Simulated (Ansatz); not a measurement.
A self-consistent single point of SrGaSi (P3m1, 3 atoms in the cell) with Ansatz (a first-principles code).

Level of theory: PBEsol, default PAW files made with PBE (plane waves; Ansatz).

The change in words: lattice scaled by 0.98; kpoints.mp_grid.grid: 9 9 7 → 6 6 5. Reference geometry:
```xyz
3
Lattice="4.1921 0.0000 0.0000 -2.0961 3.6305 0.0000 0.0000 0.0000 4.7500" Properties=species:S:1:pos:R:3 pbc="T T T"
Sr     0.0000     0.0000     0.0500
Ga     0.0000     2.4203     2.3750
Si     2.0961     1.2102     2.3750
```

Reference input (self-consistent single point, DFT, PBEsol, plane waves, default PAW files made with PBE): basis.ecutwfc = 420 eV; kpoints.mp_grid.grid = 9 9 7; hamiltonian.xc = pbesol; hamiltonian.pseudopotentials = {kind: paw} (the program's default PAW files); scf.occupations.method = fermi_dirac; scf.occupations.width = 0.1 eV. This run's input differs from it in these lines:

Ansatz 0.2 input:
```diff
@@ -2,5 +2,5 @@
   lattice:
-    - [4.19211900, 0.00000000, 0.00000000]
-    - [-2.09605900, 3.63048100, 0.00000000]
-    - [0.00000000, 0.00000000, 4.75002700]
+    - [4.10827700, 0.00000000, 0.00000000]
+    - [-2.05413800, 3.55787100, 0.00000000]
+    - [0.00000000, 0.00000000, 4.65502600]
   atoms:
@@ -12,3 +12,3 @@
 kpoints:
-  mp_grid: { grid: [9, 9, 7] }
+  mp_grid: { grid: [6, 6, 5] }
 hamiltonian:
```

Log, with long lists cut:

```
SCF iter   1: F=—  HF=-7858.435198 eV  |F-HF|=—  |Δ(HF+E_count)|=         —  Δρ=3.71e-3  dr2=1.57e-2  ethr=1.77e-3  ⟨swp⟩=6.7  Hψ=2882  notcnv=0
all-band conjugate gradients solve this SCF's bands
preconditioner: auto → Kerker (q_TF=auto, 2.339 Å⁻¹)
SCF iter   2: F=—  HF=-7858.432168 eV  |F-HF|=—  |Δ(HF+E_count)|=   3.03e-3  Δρ=2.34e-3  dr2=8.11e-3  ethr=5.82e-5  ⟨swp⟩=2.8  Hψ=1032  notcnv=0
   [... lines left out ...]
SCF iter   5: F=—  HF=-7858.429961 eV  |F-HF|=—  |Δ(HF+E_count)|=   5.62e-7  Δρ=7.61e-5  dr2=4.02e-6  ethr=1.84e-7  ⟨swp⟩=2.0  Hψ=738  notcnv=0
SCF iter   6: F=—  HF=-7858.429959 eV  |F-HF|=—  |Δ(HF+E_count)|=   1.75e-6  Δρ=2.63e-5  dr2=4.95e-7  ethr=1.49e-8  ⟨swp⟩=2.0  Hψ=745  notcnv=0
SCF iter   7: F=—  HF=-7858.429959 eV  |F-HF|=—  |Δ(HF+E_count)|=   2.71e-7  Δρ=1.03e-5  dr2=1.17e-7  ethr=3.70e-10  ⟨swp⟩=7.1  Hψ=2699  notcnv=0
SCF iter   8: F=-7858.429959 eV  HF=-7858.429959 eV  |F-HF|=7.96e-9  |Δ(HF+E_count)|=   1.82e-8  Δρ=2.57e-6  dr2=1.25e-8  ethr=3.70e-10  ⟨swp⟩=4.3  Hψ=1676  notcnv=0
SCF 1 converged in 8 iterations: F = -7858.429959 eV  dr2 = 1.25e-8
Free energy (F): -7858.429959 eV
Internal energy: -7858.386965 eV  (E = F + TS)
E sigma→0 (E₀):  -7858.408462 eV
Entropy (-TS):   -0.042994 eV (-14.331 meV/atom)
Fermi energy:    8.939324 eV
--- Forces (eV/Å), atoms counted from 1 ---
  atom   1  Sr    -0.00000000    -0.00000000    -0.21260099
  atom   2  Ga     0.00000000     0.00000000     0.10011717
  atom   3  Si    -0.00000000    -0.00000000     0.11247657
--- Stress (GPa, compression-positive) ---
        2.636163       0.000000       0.000000
        0.000000       2.636163       0.000000
        0.000000       0.000000       0.083855
  P = ⅓ Tr σ = 1.7854 GPa (17.854 kbar)
  The stress holds the Pulay correction. Without it, at fixed plane waves, as pw.x and ABINIT print it: P = 1.7630 GPa
```

The run converged in 8 iterations. Against the reference run the free energy is nearly the same (within 1 meV/atom), the pressure goes from -1.79 to 1.79 GPa and the largest force goes from 0.181 to 0.213 eV/Å.

The starting cell comes from a database of computed structures (which also holds hypothetical and non-ambient phases and stackings), without a prior relaxation at this level. Its lattice was rescaled by up to half a per cent. One atom was moved a little off its site on purpose. For this run, on top of that: lattice scaled by 0.98. Ansatz's pressure includes its estimate of the finite-basis (Pulay) stress.
